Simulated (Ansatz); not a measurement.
Reference: YSn3 (Pm-3m), PBEsol, DFPT electron-phonon coupling, linearised Boltzmann equation (plane waves, PAW, scalar-relativistic; Ansatz, an electronic-structure program); geometry: relaxed with this functional, without spin-orbit coupling.

Space group Pm-3m (No. 221); a = 4.649 Å, b = 4.649 Å, c = 4.649 Å, α = 90.00°, β = 90.00°, γ = 90.00°

```
atom  site  symmetry       x       y       z
----  ----  --------  ------  ------  ------
Y       1a      m-3m  0.0000  0.0000  0.0000
Sn      3c    4/mm.m  0.0000  0.5000  0.5000
```

| Quantity | Result |
|---|---|
| resistivity at 300 K | 22 μΩ·cm |

### Question
Replace Sn by Pb on the same sites and relax. What happens?

### Answer
YPb3 (Pm-3m): volume per atom 25.1 to 27.7 Å³; resistivity at 300 K stays about the same (22 μΩ·cm to 24 μΩ·cm).

### Question
Replace Sn by In on the same sites and relax. What happens?

### Answer
YIn3 (Pm-3m): volume per atom 25.1 to 23.9 Å³; resistivity at 300 K falls (22 μΩ·cm to 12.6 μΩ·cm).

### Question
Swap Sn for Pt, keeping the structure type. How do these values move?

### Answer
YPt3 (Pm-3m): volume per atom 25.1 to 16.8 Å³; resistivity at 300 K falls (22 μΩ·cm to 13.4 μΩ·cm).

Moves up to 14 % count as about the same. Metals; harmonic phonons alone scatter; means over directions. Halving the electron mesh moves these values by up to 10 %; q meshes are mostly untested. Spin-orbit coupling is left out.

Formula and space group known from diffraction (Crystallography Open Database), not checked to be the room-temperature form: YIn3 (Pm-3m), YPb3 (Pm-3m), YPt3 (Pm-3m). Computed structure with no diffraction record at hand here (it may be known, metastable or hypothetical): YSn3 (Pm-3m). The missing spin-orbit coupling matters most for YPb3 (Pm-3m), YPt3 (Pm-3m).
